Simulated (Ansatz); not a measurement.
System: cubic perovskite KMgF₃. Method: PBE (Ansatz, a quantum-chemistry and plane-wave program, PAW).

Numerical settings: plane-wave cutoff 520 eV, 8×8×8 k mesh, perturbation theory, force constants from a 4×4×4 q mesh, scalar-relativistic PAW data made under PBE.

Computed at the level's own relaxed cell. Harmonic vibrational thermodynamics at fixed volume:

```csv
T (K),S_vib (J/K per mol of atoms),C_V (J/K per mol of atoms),F_vib (eV/atom)
0,0.00,0.00,0.0452
100,6.80,11.48,0.0429
300,25.87,21.90,0.0075
600,41.96,24.10,-0.1004
700,45.69,24.32,-0.1459
800,48.95,24.46,-0.1950
1000,54.43,24.63,-0.3023
```

The crystal is taken as a harmonic solid at every temperature: melting, phase changes and thermal expansion are not seen.
